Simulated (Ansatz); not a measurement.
Base system: LaLuO3 in the cubic perovskite structure (space group Pm-3m, No. 221; a hypothetical phase, not in the database extracts checked).

```yaml
crystal:
  lattice:
    - [4.19280, 0.00000, 0.00000]
    - [0.00000, 4.19280, 0.00000]
    - [0.00000, 0.00000, 4.19280]
  atoms:
    - { symbol: La, position: [0.00000, 0.00000, 0.00000] }
    - { symbol: Lu, position: [0.50000, 0.50000, 0.50000] }
    - { symbol: O, position: [0.00000, 0.50000, 0.50000] }
    - { symbol: O, position: [0.50000, 0.50000, 0.00000] }
    - { symbol: O, position: [0.50000, 0.00000, 0.50000] }
```

Cartesian axes are those of the cell as printed.

The values are results of DFT with PBEsol, PAW potentials and a 420 eV plane-wave cutoff in Ansatz (a quantum-chemistry and plane-wave program), scalar-relativistic without spin-orbit coupling, not measurements.

Modification: uniaxial strain ε_yy = −1.04 %, all other strain components held at zero, atoms relaxed at fixed cell.

Question: Predict the stress tensor and what it implies for the stiffness.

Answer: Stress of the strained cell less that of the base (GPa, compression positive):
```
   0.55    0.00    0.00
   0.00    3.81    0.00
   0.00    0.00    0.55
```

Then −Δσ_ii/ε with ε = -0.0104 gives relaxed-ion elastic constants: C22 ≈ 366 GPa, C12 ≈ 53 GPa and C23 ≈ 53 GPa.

No phonon test of stability was made. Many cubic perovskites are stable only at high temperature; tilts and polar distortions were not tested.
